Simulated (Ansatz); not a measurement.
**PBE-D3(BJ) against r2SCAN+rVV10: SnO, pressure 9 GPa**

The parent structure is SnO in the litharge type structure (space group P4/nmm, No. 129; a = 3.8362 Å, c = 4.7574 Å; layered, stacked along the Cartesian z axis).

(Cell as relaxed with PBE-D3(BJ).)

Levels (all Ansatz, an electronic-structure program, PAW, earlier PAW set): PBE-D3(BJ) (420 eV, without spin-orbit coupling); r2SCAN+rVV10 (500 eV, no spin-orbit coupling).

Each level relaxes its own structure.

```tsv
base	PBE-D3(BJ)	r2SCAN+rVV10
volume per atom	17.50 Å³	17.13 Å³
lattice parameter a	3.836 Å	3.793 Å
band gap	zero	zero
```

The change: cell and atoms relaxed at a pressure of 9 GPa.

```json
[
 {"quantity": "c/a ratio", "PBE-D3(BJ)": "1.163", "r2SCAN+rVV10": "[?]"},
 {"quantity": "band gap", "PBE-D3(BJ)": "zero", "r2SCAN+rVV10": "[?]"},
 {"quantity": "volume per atom", "PBE-D3(BJ)": "14.97 Å³", "r2SCAN+rVV10": "[?]"}
]
```

Q: What does r2SCAN+rVV10 give?

A: 
- c/a ratio, r2SCAN+rVV10: 1.180
- band gap, r2SCAN+rVV10: zero
- volume per atom, r2SCAN+rVV10: 14.74 Å³

PBE-D3(BJ)'s c/a ratio lies 0.017 below r2SCAN+rVV10's; PBE-D3(BJ)'s volume per atom lies 0.23 Å³ above r2SCAN+rVV10's (1.6 %); the two agree on the band gap. Neither level is exact; r2SCAN+rVV10 is the comparison here, not a measurement.

A case with no gap was solved on a k-mesh chosen for an insulator, which is coarse for it. Load acts through the strain it causes; cell and atoms are relaxed under it. Whether these cells are dynamically stable was not tested. Competing high-pressure phases were not computed. The final runs are not spin-polarised. The zero or small gap of SnO can change with the level of theory.
